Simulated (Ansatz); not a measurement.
**HfN: energy against strain**

HfN (rock salt, Fm-3m, 11.405 Å³/atom at rest, cube axes along x, y and z) under a strain ε along a cube axis (axis z), the other axes held. PBEsol in Ansatz, a plane-wave DFT program (PAW, default set), 420 eV, 22×22×22 Γ-centred mesh, Fermi-Dirac smearing 0.10 eV; ions are relaxed within the symmetry of each cell.

Here s stands for strain and y for E less E0.

| strain (%) | E less E0 (meV/atom) |
|---|---|
| -1.50 | 5.30 |
| -1.00 | 2.29 |
| -0.50 | 0.54 |
| 0.00 | 0.00 |
| 0.50 | 0.58 |
| 1.00 | 2.22 |
| 1.50 | 4.86 |
| 3.00 | ? |

Using a parabola, estimate the missing y at s = 3.00 from the other rows, showing the fit.

Least squares gives y = -0.003 - 0.1014·s + 2.2590·s². Residuals (row less fit): 0.068, -0.067, -0.072, 0.003, 0.069, 0.065, -0.068; standard error 0.084 (degrees of freedom: 4). Twice the quadratic coefficient over the volume, 2 × 2.2590 meV × 10⁴ × 0.1602 / 11.405 Å³, is the elastic constant C11 = 635 ± 10 GPa. At the withheld row, y = -0.003 - 0.1014 × 3.0 + 2.2590 × 3.0² = 20.024 meV/atom. The calculation gives 18.13 meV/atom, 1.894 meV/atom below the prediction (10.4 % of the range of y in the table). The row lies outside the fitted rows, so this is an extrapolation. From the scatter of the fitted rows alone, a prediction at this place has a standard error of 0.320 meV/atom, so the miss is 5.9 times that.

One order more, fitted to all 13 runs of the series, follows each within 0.02, so the miss is the next term of a smooth law. In a metal these values are sensitive to mesh and smearing; energies are taken to zero smearing, stresses follow the free energy. Rows are the converged runs of the series near zero and its far end; series whose fitted rows scatter by over a few per cent of the range, as at a crossing or softening among them, aren't shown in this form. Most that stay on the fit to the last digits aren't either.
